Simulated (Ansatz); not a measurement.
Ga$_{2}$Pt (Fm-3m), the quasi-harmonic free energy with PBEsol density-functional theory in Ansatz (plane waves, PAW). The cell is a database entry relaxed within its symmetry; it need not be the phase found at ambient conditions. Spin-orbit coupling is not included.

```
T (K)  α_L (10⁻⁶/K)  C_P (J/mol/K)  bulk modulus B_T (GPa)     γ
-----  ------------  -------------  ----------------------  ----
250            12.2           72.8                       ?  1.93
300               ?           74.6                     117  1.96
350            13.6           75.9                     114  2.00
450            14.8           78.0                     109  2.06
650            17.5           81.8                    98.4  2.18
750            19.0           84.0                    93.2  2.24
900            21.6           87.7                    85.3  2.33
1000           23.5           90.6                    80.1  2.38
```

Problem. Fill in the missing entries.

Solution. 
- 250, bulk modulus B_T (GPa): 120
- 300, α_L (10⁻⁶/K): 12.9

Whether this phase is the stable one at each condition was not tested.

The PAW data sets were generated under PBE and serve the other functionals too.

Ansatz is a program for electronic structure.
